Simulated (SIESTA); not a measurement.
Band structure of MgSb (R-3m, 2 atoms in the cell).

```
MgSb
1.0
    1.91954     1.10825     4.01831
   -1.91954     1.10825     4.01831
    0.00000    -2.21649     4.01831
Mg Sb
1 1
Direct
  0.00000   0.00000   0.00000
  0.50000   0.50000   0.50000
```

Method: SIESTA 5.4.2 with LDA PW92, numerical atomic orbitals DZP, PseudoDojo LDA standard norm-conserving potentials (rewritten from UPF to PSML).

Settings: XC.functional = LDA; XC.authors = PW92; potentials = PseudoDojo LDA standard; PAO.BasisSize = DZP; PAO.EnergyShift = 0.01 Ry; MeshCutoff = 400 Ry; kgrid.MonkhorstPack = 12 12 12; OccupationFunction = MP; OccupationMPOrder = 0; ElectronicTemperature = 0.136 eV; MaxSCFIterations = 150; SCF.Mixer.Method = Pulay; SCF.Mixer.Weight = 0.25; SCF.Mixer.History = 8.

The starting cell comes from a database of computed structures (which also holds hypothetical and non-ambient phases and stackings), without a prior relaxation at this level. Spin-orbit coupling is off. Values carry the incompleteness of an atom-centred basis.

Levels in eV from the Fermi level, bands 9 to 14:
```tsv
point	9	10	11	12	13	14
Γ	-28.51	-10.89	-1.40	1.04	1.92	1.92
L	-28.48	-8.87	-4.94	-0.84	0.57	1.97
B1	-28.49	-8.43	-3.34	-3.04	-2.73	2.56
B	-28.49	-8.43	-3.34	-3.04	-2.73	2.56
Z	-28.52	-9.93	-5.84	1.64	1.64	5.63
X	-28.49	-8.41	-3.47	-3.34	-1.69	0.88
Q	-28.49	-8.41	-3.47	-3.34	-1.69	0.88
F	-28.49	-8.60	-4.23	-2.36	-0.33	-0.28
P1	-28.49	-8.66	-4.02	-3.48	-0.08	1.59
P	-28.49	-8.66	-4.02	-3.48	-0.08	1.59
```

Bands cross the Fermi level along this path, so the cell is metallic at this level.

Higher empty bands are left out: an atom-centred basis made for the valence describes them poorly.
